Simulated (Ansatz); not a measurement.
Cr on the Zn site (Cr_Zn) (zinc-blende ZnS host)

Calculation: PBE, PAW (plane waves to 420 eV; Ansatz, a first-principles code). A supercell of 64 sites (2×2×2 repeats of a cell of 8 atoms) was used; the energies come from a 2×2×2 shifted sampling of its zone. Site at the start: the Zn site. Charged cells carry a point-charge image correction with potential alignment at far atoms. Dielectric constants: PBE linear response of the host. Host gap at this level: 2.01 eV. Finite-size and sampling errors can reach tenths of an eV here. PBE underestimates the host's gap, which shifts levels and can delocalise carriers. Spin–orbit coupling is left out, and no Hubbard U is applied to the open shells. Each state is the lowest found from its start.

Charges with a result: +2, +1, 0, −1. Others weren't obtained, and one of them could lie lower, also by skipping a charge.

```
charge         moment (μB)  largest move off a lattice site (Å)  image correction with alignment (eV)  above the lowest spin state (eV)
------  ------------------  -----------------------------------  ------------------------------------  --------------------------------
+2                     2.0                                 0.13                                  0.74                              0.00
+2†     not spin-polarised                                 0.16                                  0.73                              0.86
+1                     3.0                                 0.11                                  0.21                              0.00
+1                     3.0                                 0.11                                  0.21                              0.00
0                      4.0                                 0.08                                  0.00                              0.00
0       not spin-polarised                                 0.09                                  0.00                              1.27
−1†                    5.0                                 0.06                                  0.14                              0.00
−1†                    5.0                                 0.06                                  0.14                              0.00
```

† Not settled in this cell, so no level is given: charge −1: a level filled in part.

Starting moments that weren't kept: charge +1 began with 1 μB and ended with 3.0; charge −1 began with 1 μB and ended with 5.0.

Transition levels above the valence-band maximum: ε(+2/+1) = 0.18 eV; ε(+1/0) = 0.80 eV. With a charge missing or unsettled, these needn't be thermodynamic levels.
